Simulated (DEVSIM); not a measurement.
Structure: Si p+/n-/n+ power diode, at 300 K.

```tsv
layer (left to right)	material	thickness (μm)	Nd (cm⁻³)	Na (cm⁻³)	τn (s)	τp (s)
1	Si	2.00	-	1.2e18	5.4e-6	5.4e-6
2	Si	53.0	2e14	-	5.4e-6	5.4e-6
3	Si	5.70	2.7e18	-	5.4e-6	5.4e-6
```

Left contact: ohmic. Right contact: ohmic. Voltage is applied to the left contact. Recombination: SRH at mid-gap. Gap narrowing is on: ΔEg = 6.92 meV × (l + √(l² + 0.5)), l = ln(N/1.3e17 cm⁻³), shared equally by both band edges. Mobility is constant in doping.

Constants are typed, rounded textbook-type inputs, not results; the design itself was drawn at random and stands for no fabricated device. Values at 300 K.

```tsv
parameter	Si
gap (eV)	1.124
affinity (eV)	4.05
permittivity	11.7
Nc (cm⁻³)	2.86e19
Nv (cm⁻³)	3.1e19
μn (cm²/Vs)	1417
μp (cm²/Vs)	470
```

Simulated with DEVSIM: 1D drift-diffusion, Boltzmann statistics, complete ionisation; no tunnelling, impact ionisation, image-force lowering or self-heating.

Tabulate band edges, carrier densities and field at zero bias.

Energies count from the Fermi level of the right contact; mesh points crowd at the junctions.

```tsv
x (μm)	Ec (eV)	Ev (eV)	n (cm⁻³)	p (cm⁻³)	field (V/cm)
0.000	1.008	-0.084	330	1.2e18	≈ 0
0.06699	1.008	-0.084	330	1.2e18	≈ 0
0.3301	1.008	-0.084	330	1.2e18	≈ 0
1.218	1.008	-0.084	330	1.2e18	≈ 0
1.890	1.008	-0.084	330	1.2e18	≈ 0
1.990	1.007	-0.086	350	1.1e18	-4600
2.040	0.919	-0.204	10000	1.1e16	-11000
2.377	0.717	-0.406	2.5e7	4.6e12	-4900
3.515	0.362	-0.762	2.4e13	4900000	-1400
8.135	0.307	-0.817	2.0e14	590000	≈ 0
25.64	0.307	-0.817	2.0e14	590000	≈ 0
50.24	0.307	-0.817	2.0e14	590000	≈ 0
53.78	0.306	-0.818	2.1e14	570000	-33
54.71	0.278	-0.846	6.1e14	190000	-1200
54.97	0.179	-0.944	2.8e16	4200	-15000
55.02	0.061	-1.020	2.7e18	220	-25
55.15	0.061	-1.020	2.7e18	220	≈ 0
55.65	0.061	-1.020	2.7e18	220	≈ 0
58.56	0.061	-1.020	2.7e18	220	≈ 0
60.18	0.061	-1.020	2.7e18	220	≈ 0
60.58	0.061	-1.020	2.7e18	220	≈ 0
60.70	0.061	-1.020	2.7e18	220	≈ 0
```
